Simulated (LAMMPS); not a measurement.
Simulation of a melt made from Ni (fcc), 4000 atoms, at 2420 K and 0 GPa, brought to that temperature within a few picoseconds.

Method: classical MD, pair style eam/alloy, file NiAlH_jea.eam.alloy, run in LAMMPS.

Problem. What does the simulation give for the coordination number, the volume per atom?

Solution. coordination number: 12.8 (counted to 3.46 Å); volume per atom: 13.199 ± 0.001 Å³.
